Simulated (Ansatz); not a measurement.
**SiC, response to strain**

Base system: SiC (space group P6_3mc, No. 186).

```
CELL_PARAMETERS angstrom
      3.07776     0.00000     0.00000
     -1.53888     2.66542     0.00000
      0.00000     0.00000    10.07734
ATOMIC_POSITIONS crystal
  Si 0.00000 0.00000 0.00030
  Si 0.00000 0.00000 0.50030
  Si 0.66667 0.33333 0.75024
  Si 0.33333 0.66667 0.25024
  C  0.00000 0.00000 0.81287
  C  0.00000 0.00000 0.31287
  C  0.66667 0.33333 0.56221
  C  0.33333 0.66667 0.06221
```

Cartesian axes are those of the cell as printed.

Strains are applied to the cell and any free atomic positions relax; under biaxial strain the out-of-plane vector relaxes too.

Level of theory: r2SCAN/PAW in Ansatz (an electronic-structure program), no spin-orbit coupling, earlier PAW set.

| biaxial strain, plane normal [001], relaxed out of plane (%) | band gap (eV) |
|---|---|
| -1.66 | 2.47 |
| -1.54 | ? |
| -0.9 | 2.53 |
| 0 | 2.60 |

Q: Fit E_g = E₀ + Dε (ε in %) to the rows shown and predict the withheld row.

A: Least squares on the printed values gives E₀ = 2.60 eV, D = 78.3 meV per % of strain (largest residual 0.00 eV); this predicts 2.48 eV, and the run gives 2.48 eV, in agreement.

Stability against distortions was not tested.
